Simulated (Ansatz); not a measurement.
**Short convergence ladders for BaGaGeH (P3m1, 4 atoms in the cell)**

```
BaGaGeH
1.0
    4.39993     0.00000     0.00000
   -2.19997     3.81045     0.00000
    0.00000     0.00000     5.29591
Ba Ga Ge H
1 1 1 1
Direct
  0.33333   0.66667   0.00946
  0.00000   0.00000   0.55053
  0.66667   0.33333   0.44636
  0.00000   0.00000   0.88298
```

Base method: PBEsol, default PAW files made with PBE (plane waves; Ansatz, a first-principles code).

Base settings: basis.ecutwfc = 420 eV; kpoints.mp_grid.grid = 7 7 5; hamiltonian.xc = pbesol; hamiltonian.pseudopotentials = {kind: paw} (the program's default PAW files); scf.occupations.method = gaussian; scf.occupations.width = 0.136 eV.

The count of work is k-points × plane waves × bands × iterations; it is no time. Core times come from one kind of shared machine, to one figure; runs under 30 s give none.

**The cutoff for other potential files**

Level: DFT, PBEsol, plane waves, harder PAW files (source: ansatz) made with PBE.

In this ladder: hamiltonian.pseudopotentials = {kind: paw, source: ansatz}.

The second cell is the first with its lattice scaled by 0.98.

The mesh stays at the base's, so the ladder's end is converged at best in this setting alone.

The first pressure column holds Ansatz's estimate of the finite-basis (Pulay) stress, which hides part of the cutoff error; the other is without it.

Only quantities that move along the ladder and can be compared are tabulated.

```tsv
basis.ecutwfc	free energy less the last step's (meV/atom)	energy of the compressed cell less the first (meV/atom)	pressure (GPa)	pressure without the Pulay estimate (GPa)	largest difference of a force vector from the last step's (eV/Å)	count of work / last	core time / last (rough)
460 eV	11294.29	-29.48	-4.12	-463.49	0.021	0.11	–
560 eV	1742.91	-13.12	-3.54	-92.54	0.023	0.14	–
715 eV	81.60	-17.50	-3.37	-9.24	0.002	0.21	–
865 eV	2.63	-17.49	-3.36	-3.63	0.000	0.28	–
1020 eV	0.23	-17.48	-3.36	-3.36	0.000	0.35	0.3
1225 eV	0.13	-17.48	-3.36	-3.36	0.000	0.47	0.4
1530 eV	0.05	-17.48	-3.36	-3.36	0.000	0.65	0.6
2040 eV	0.00	-17.48	-3.36	-3.36	0.000	1.0	1
```

Coarsest basis.ecutwfc that holds the pressure within 0.05 GPa of the last step, with all finer ones: 715 eV, at 0.21 of the last step's count of work; the step before is off by 0.18 GPa.

Coarsest basis.ecutwfc that holds the forces within 0.005 eV/Å of the last step, with all finer ones: 715 eV, at 0.21 of the last step's count of work; the step before is off by 0.023 eV/Å.

Coarsest basis.ecutwfc that holds the energy of the compressed cell less the first within 0.5 meV/atom of the last step, with all finer ones: 715 eV, at 0.21 of the last step's count of work; the step before is off by 4.4 meV/atom.

The energy difference between the two cells stays within 1 meV/atom of the last step's from 715 eV on, the total only from 1020 eV on: much of the error is common to both cells and cancels.

At the lowest cutoff the pressure without the Pulay estimate lies 460 GPa under the last step's, the usual sign of Pulay stress in an incomplete plane-wave basis.

**The density cutoff**

The mesh stays at the base's, so the ladder's end is converged at best in this setting alone.

Only quantities that move along the ladder and can be compared are tabulated.

```tsv
basis.ecutrho_ratio	free energy less the last step's (meV/atom)	pressure (GPa)
2	-11.63	-2.87
3	-0.21	-3.35
4	0.00	-3.36
5	0.00	-3.36
6	0.00	-3.36
8	0.00	-3.36
10	0.00	-3.36
12	0.00	-3.36
16	0.00	-3.36
```

Coarsest basis.ecutrho_ratio that holds the free energy within 5 meV/atom of the last step, with all finer ones: 3; the step before is off by 12 meV/atom.

Coarsest basis.ecutrho_ratio that holds the pressure within 0.05 GPa of the last step, with all finer ones: 3; the step before is off by 0.49 GPa.

**The relaxed cell against the cutoff**

On BaGaGeH (P3m1, 4 atoms in the cell): atoms on their sites.

In this ladder: relax = cell and atoms.

The mesh stays at the base's, so the ladder's end is converged at best in this setting alone.

Only quantities that move along the ladder and can be compared are tabulated.

```tsv
basis.ecutwfc	relaxed volume (Å³/atom)	relaxation steps	core time / last (rough)
250 eV	20.655	32	0.7
295 eV	20.491	19	0.6
355 eV	20.436	10	0.4
420 eV	20.444	8	0.4
505 eV	20.444	8	0.5
630 eV	20.441	8	0.6
840 eV	20.441	8	1
```

Coarsest basis.ecutwfc that holds the relaxed volume within 0.102 Å³/atom of the last step, with all finer ones: 295 eV; the step before is off by 0.21 Å³/atom.

At the lowest cutoff the cell relaxes to a volume 1.0 % larger than at the highest. Ansatz relaxes on a stress corrected for the finite basis.

On the base run: the starting cell comes from a database of computed structures (which also holds hypothetical and non-ambient phases and stackings), without a prior relaxation at this level. Its lattice was rescaled by up to half a per cent. One atom was moved a little off its site on purpose.

Left out of this page: 1 run of the series stopped by limits of time or memory.

Keys are those of Ansatz 0.2.
